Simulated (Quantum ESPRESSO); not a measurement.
Checking a run of Quantum ESPRESSO on LaMg6Ga (Amm2, 8 atoms in the cell). The aim is a self-consistent single point with DFT, LDA (PZ), plane waves, GBRV 1.5 ultrasoft (LDA) pseudopotentials.

Cell that was meant: a = 5.2062 Å, b = 6.7913 Å, c = 6.7913 Å, α = 55.21°, β = 90.00°, γ = 90.00°.

Part of the input:

```fortran
    ibrav = 0
    nat = 8
    ntyp = 3
    ecutwfc = 7.5
    ecutrho = 37.5
    occupations = 'smearing'
    smearing = 'fermi-dirac'
    degauss = 0.0036749
```

The program printed (abridged):

```
     Message from routine setup:
     using ibrav=0 with symmetry is DISCOURAGED, use correct ibrav instead
     G-vector sticks info
   [... lines left out ...]
        k(    2) = (   0.0000000  -0.2757191   0.1441814), wk =   0.2222222
        k(    3) = (   0.0000000   0.0000000   0.2883628), wk =   0.1111111
   [... 9 lines left out ...]

     Dense  grid:     5179 G-vectors     FFT dimensions: (  20,  25,  25)

     Smooth grid:     3693 G-vectors     FFT dimensions: (  18,  24,  24)

     Initial potential from superposition of free atoms

     starting charge      87.1701, renormalised to      90.0000

     negative rho (up, down):  4.119E+00 0.000E+00
     Self-consistent Calculation

     iteration #  1     ecut=     7.50 Ry     beta= 0.70

     negative rho (up, down):  4.616E-02 0.000E+00

     total energy              =    -937.20934359 Ry
     estimated scf accuracy    <     260.46924666 Ry

     iteration #  2     ecut=     7.50 Ry     beta= 0.70

     negative rho (up, down):  6.568E-02 0.000E+00

     total energy              =    -966.78591104 Ry
     estimated scf accuracy    <     110.12016434 Ry

     iteration #  3     ecut=     7.50 Ry     beta= 0.70

     negative rho (up, down):  3.171E-02 0.000E+00

     total energy              =    -998.36349152 Ry
     estimated scf accuracy    <      25.94095055 Ry

   [... 21 blocks of this kind left out ...]

     iteration # 25     ecut=     7.50 Ry     beta= 0.70

     negative rho (up, down):  4.578E-02 0.000E+00

     total energy              =   -1003.21272063 Ry
     estimated scf accuracy    <          2.4E-10 Ry

     iteration # 26     ecut=     7.50 Ry     beta= 0.70

     negative rho (up, down):  4.578E-02 0.000E+00
     End of self-consistent calculation

     the Fermi energy is     8.5810 ev

!    total energy              =   -1003.21272063 Ry
     estimated scf accuracy    <          9.3E-12 Ry
     smearing contrib. (-TS)   =      -0.00307391 Ry
     internal energy E=F+TS    =   -1003.20964672 Ry

     convergence has been achieved in  26 iterations

     negative rho (up, down):  4.578E-02 0.000E+00

     Forces acting on atoms (cartesian axes, Ry/au):

     atom    1 type  1   force =     0.00000000    0.00000000   -0.02807211
     atom    2 type  2   force =     0.00000000    0.04169285   -0.02835520
     atom    3 type  2   force =     0.00000000   -0.04169285   -0.02835520
     atom    4 type  2   force =     0.00000000    0.01830601    0.03469563
   [... lines left out ...]
     Total force =     0.153952     Total SCF correction =     0.000019
   [... lines left out ...]

     negative rho (up, down):  4.578E-02 0.000E+00
          total   stress  (Ry/bohr**3)                   (kbar)     P=   -43874.74
  -0.29785231   0.00000000   0.00000000       -43815.59        0.00        0.00
   0.00000000  -0.29868775   0.00000000            0.00   -43938.49        0.00
   0.00000000   0.00000000  -0.29822325            0.00        0.00   -43870.15

   JOB DONE.
```

Question: Can these results be used? Check the input.

Answer: The run is not sound. The fault is a basis or grid far too coarse for these potentials. Far below the cutoff that the potentials were made for, the basis cannot represent the orbitals near the nuclei, and energies, forces and above all the stress go wrong. To fix it, restore the cutoff that the potentials need and check convergence. The run converged in 26 iterations without an error; against the sound input the free energy rises by 450 eV/atom, the pressure goes from -2.66 to -4387 GPa and the largest force goes from 0.233 to 2.569 eV/Å.

The sound input it was made from differs as follows (other fixes are possible):
```diff
-    ecutwfc = 7.5
-    ecutrho = 37.5
+    ecutwfc = 50
+    ecutrho = 250
```

With that input, the run converged in 15 iterations: free energy E − TS -17246.3208 eV; Fermi level (on the code's own zero) 6.62 eV; pressure -2.66 GPa; largest force (vector length) 0.233 eV/Å (DFT, LDA (PZ), plane waves, GBRV 1.5 ultrasoft (LDA) pseudopotentials).

On the sound input: the starting cell comes from a database of computed structures (which also holds hypothetical and non-ambient phases and stackings), without a prior relaxation at this level. Without a gap this mesh is coarse (it stands for a supercell whose shortest vector is 19 Å).
